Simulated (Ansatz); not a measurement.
Ansatz (a program for electronic structure) run on NiPt (P4mm, 2 atoms in the cell): self-consistent single point.

Level of theory: PBEsol, harder PAW files (source: ansatz) made with PBE (plane waves; Ansatz).

The change in words: lattice scaled by 0.98; basis.ecutwfc: 420 eV → 1380 eV; hamiltonian.pseudopotentials: {kind: paw} (the program's default PAW files) → {kind: paw, source: ansatz}. Reference geometry:
```
NiPt
1.0
    2.69639     0.00000     0.00000
    0.00000     2.69639     0.00000
    0.00000     0.00000     3.56043
Ni Pt
1 1
Direct
  0.50000   0.50000   0.51404
  0.00000   0.00000   0.00000
```
Moments meant for the start (each program seeds them in its own way; μB, in the order of the atoms Ni Pt): 2.0 1.0.

Reference input (self-consistent single point, DFT, PBEsol, plane waves, default PAW files made with PBE): basis.ecutwfc = 420 eV; kpoints.mp_grid.grid = 12 12 9; hamiltonian.xc = pbesol; hamiltonian.pseudopotentials = {kind: paw} (the program's default PAW files); magnetization.spin_polarized = true; scf.occupations.method = fermi_dirac; scf.occupations.width = 0.1 eV. This run's input differs from it in these lines:

Ansatz 0.2 input:
```diff
@@ -3,5 +3,5 @@
   lattice:
-    - [2.696390, 0.000000, 0.000000]
-    - [0.000000, 2.696390, 0.000000]
-    - [0.000000, 0.000000, 3.560428]
+    - [2.642462, 0.000000, 0.000000]
+    - [0.000000, 2.642462, 0.000000]
+    - [0.000000, 0.000000, 3.489219]
   atoms:
@@ -10,3 +10,3 @@
 basis:
-  ecutwfc: 420.0
+  ecutwfc: 1380.0
 kpoints:
@@ -15,3 +15,3 @@
   xc: pbesol
-  pseudopotentials: { kind: paw }
+  pseudopotentials: { kind: paw, source: ansatz }
 magnetization:
```

The program printed (abridged):

```
SCF iter   1: F=—  HF=-18217.230948 eV  |F-HF|=—  |Δ(HF+E_count)|=         —  Δρ=1.44e-1 (↑1.12e-1 ↓1.44e-1)  dr2=4.37e0  dr2_m=3.00e0  M=0.841 μB ∫|m|=0.850 μB  β_m=0.30  ethr=3.10e-3  ⟨swp⟩=5.2  Hψ=25180  notcnv=0
Mixer restart at iter 1: flushing history
all-band conjugate gradients solve this SCF's bands
preconditioner: auto → none
   [... lines left out ...]
SCF iter  19: F=—  HF=-18217.165933 eV  |F-HF|=—  |Δ(HF+E_count)|=   1.47e-8  Δρ=1.31e-6 (↑1.31e-6 ↓1.16e-6)  dr2=1.09e-9  dr2_m=2.31e-11  M=0.001 μB ∫|m|=0.001 μB  β_m=0.85  ethr=1.26e-11  ⟨swp⟩=3.0  Hψ=16938  notcnv=0  defer=200
SCF iter  20: F=-18217.165933 eV  HF=-18217.165933 eV  |F-HF|=2.95e-10  |Δ(HF+E_count)|=  3.17e-10  Δρ=5.17e-7 (↑5.17e-7 ↓5.12e-7)  dr2=3.00e-10  dr2_m=2.19e-12  M=-0.001 μB ∫|m|=0.001 μB  ethr=3.02e-12  ⟨swp⟩=5.9  Hψ=28147  notcnv=0
SCF 1 converged in 20 iterations: F = -18217.165933 eV  dr2 = 3.00e-10
Crystal: 2 atoms, lattice volume = 24.364 Å³
Initial density: read from a saved state, or passed on in memory by an earlier SCF of this step, an earlier step, the calling program or the single point that …
Starting moments: Σ|m| = 3 μB on 2 of 2 sites; this step starts from the density that it was given
Initial wavefunctions: those read from a saved state, or passed on in memory by an earlier step or the calling program
iter 1 solved again at ethr=1.00e-12 eV; its pass at ethr=2.78e-6 eV (dr2=3.00e-10 eV) is discarded
SCF iter   1: F=—  HF=-18217.165933 eV  |F-HF|=—  |Δ(HF+E_count)|=         —  Δρ=5.20e-7 (↑5.20e-7 ↓5.10e-7)  dr2=3.00e-10  dr2_m=2.25e-12  M=-0.001 μB ∫|m|=0.001 μB  ethr=1.00e-12  ⟨swp⟩=1.0  Hψ=34135  notcnv=0
   [... lines left out ...]
preconditioner: auto → none
WARN: the starting moments were not kept: the SCF closed with an absolute magnetisation of 9.3e-4 μB, where they sum to 3 μB in size (2 sites) …
Absolute magnetization: 0.0009 μB (∫|ρ↑−ρ↓|, with the PAW one-centre terms)
Free energy (F): -18217.165933 eV
Fermi energy:    23.090700 eV
   [... lines left out ...]
  atom   2  Pt    -0.00000000     0.00000000     0.67266281
--- Stress (GPa, compression-positive) ---
       14.619350       0.000000       0.000000
        0.000000      14.619350       0.000000
        0.000000       0.000000      14.000485
  P = ⅓ Tr σ = 14.4131 GPa (144.131 kbar)
  The stress holds the Pulay correction. Without it, at fixed plane waves, as pw.x and ABINIT print it: P = 14.3424 GPa
```

The run converged in 24 iterations. Against the reference run the pressure goes from -1.74 to 14.41 GPa, the largest force goes from 0.503 to 0.673 eV/Å and the size of the net moment goes from 0.43 to 0.00 μB/atom.

The starting cell comes from a database of computed structures (which also holds hypothetical and non-ambient phases and stackings), without a prior relaxation at this level. Its lattice was rescaled by up to half a per cent. One atom was moved a little off its site on purpose. For this run, on top of that: lattice scaled by 0.98. The starting moments vanished: the run ended non-magnetic, which need not be the lowest state. The program warned that a starting moment was not kept. Ansatz's pressure includes its estimate of the finite-basis (Pulay) stress.

Cost on one core of a shared machine: roughly 6 min.
